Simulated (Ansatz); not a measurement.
Input and output of a self-consistent single point for TiSi (Pm, 8 atoms in the cell) (Ansatz, an electronic-structure program).

Method: LDA (PW92), default PAW files made with PBE (plane waves; Ansatz).

```xyz
8
Lattice="6.5448 0.0000 0.0000 0.0000 3.6499 0.0000 0.0000 0.0000 5.0184" Properties=species:S:1:pos:R:3 pbc="T T T"
Ti     4.4222     0.9125     1.9158
Ti     2.1226     2.7374     3.1527
Ti     5.3950     2.7374     4.3750
Ti     1.1498     0.9125     0.6435
Si     3.5599     0.9125     4.2928
Si     2.9849     2.7374     0.7257
Si     6.2573     2.7374     1.7836
Si     0.2875     0.9125     3.2349
```

Reference input (self-consistent single point, DFT, LDA (PW92), plane waves, default PAW files made with PBE): basis.ecutwfc = 30.9 Ry; kpoints.mp_grid.grid = 3 7 5; hamiltonian.xc = lda; hamiltonian.pseudopotentials = {kind: paw} (the program's default PAW files); scf.occupations.method = fermi_dirac; scf.occupations.width = 0.0073 Ry. This run's input differs from it in these lines:

Ansatz 0.2 input:
```diff
@@ -18,3 +18,3 @@
 kpoints:
-  mp_grid: { grid: [3, 7, 5] }
+  mp_grid: { grid: [3, 6, 4] }
 hamiltonian:
@@ -23,3 +23,3 @@
 scf:
-  occupations: { method: fermi_dirac, width: 0.0073 Ry }
+  occupations: { method: fermi_dirac, width: 0.022 Ry }
 output:
```

Output, abridged:

```
SCF iter   1: F=—  HF=-12243.103349 eV  |F-HF|=—  |Δ(HF+E_count)|=         —  Δρ=6.72e-3  dr2=6.89e-2  ethr=1.77e-3  ⟨swp⟩=5.6  Hψ=5485  notcnv=0
all-band conjugate gradients solve this SCF's bands
preconditioner: auto → Kerker (q_TF=auto, 2.457 Å⁻¹)
SCF iter   2: F=—  HF=-12243.092355 eV  |F-HF|=—  |Δ(HF+E_count)|=   1.10e-2  Δρ=3.79e-3  dr2=1.99e-2  ethr=1.08e-4  ⟨swp⟩=1.1  Hψ=1571  notcnv=0
SCF iter   3: F=—  HF=-12243.088155 eV  |F-HF|=—  |Δ(HF+E_count)|=   4.20e-3  Δρ=6.43e-4  dr2=6.47e-4  ethr=3.11e-5  ⟨swp⟩=2.0  Hψ=1520  notcnv=0
SCF iter   4: F=—  HF=-12243.088051 eV  |F-HF|=—  |Δ(HF+E_count)|=   1.05e-4  Δρ=1.09e-4  dr2=1.03e-5  ethr=1.01e-6  ⟨swp⟩=2.0  Hψ=1693  notcnv=0
SCF iter   5: F=—  HF=-12243.088064 eV  |F-HF|=—  |Δ(HF+E_count)|=   1.36e-5  Δρ=2.60e-5  dr2=7.81e-7  ethr=1.61e-8  ⟨swp⟩=2.0  Hψ=2069  notcnv=0
SCF iter   6: F=-12243.088064 eV  HF=-12243.088064 eV  |F-HF|=1.65e-8  |Δ(HF+E_count)|=   6.81e-8  Δρ=5.18e-6  dr2=4.06e-8  ethr=1.56e-10  ⟨swp⟩=6.6  Hψ=4843  notcnv=0
SCF 1 converged in 6 iterations: F = -12243.088064 eV  dr2 = 4.06e-8
Free energy (F): -12243.088064 eV
Internal energy: -12241.737340 eV  (E = F + TS)
E sigma→0 (E₀):  -12242.412702 eV
Entropy (-TS):   -1.350724 eV (-168.841 meV/atom)
Fermi energy:    12.499370 eV
--- Forces (eV/Å), atoms counted from 1 ---
  atom   1  Ti     0.02638284     0.00000000    -0.47277210
  atom   2  Ti    -0.06306519     0.00000000     0.01610149
  atom   3  Ti    -0.08914647     0.00000000     0.05776235
  atom   4  Ti     0.07377828     0.00000000     0.01421874
  atom   5  Si    -0.00173614     0.00000000     0.19563239
  atom   6  Si     0.04629788     0.00000000     0.13442219
  atom   7  Si    -0.05470412     0.00000000    -0.03166107
  atom   8  Si     0.06219887     0.00000000     0.08629756
--- Stress (GPa, compression-positive) ---
       -6.597179       0.000000      -0.321813
        0.000000      -7.403015       0.000000
       -0.321813       0.000000      -7.031712
  P = ⅓ Tr σ = -7.0106 GPa (-70.106 kbar)
  The stress holds the Pulay correction. Without it, at fixed plane waves, as pw.x and ABINIT print it: P = -7.0636 GPa
```

The run converged in 6 iterations. Against the reference run the free energy falls by 66.6 meV/atom, the pressure goes from -8.22 to -7.01 GPa and the largest force goes from 0.510 to 0.474 eV/Å.

The starting cell comes from a database of computed structures (which also holds hypothetical and non-ambient phases and stackings), without a prior relaxation at this level. Its lattice was rescaled by up to half a per cent. One atom was moved a little off its site on purpose. Spin polarisation is off. With a pressure of about -7 GPa the cell is away from its equilibrium volume at this level. Ansatz's pressure includes its estimate of the finite-basis (Pulay) stress.
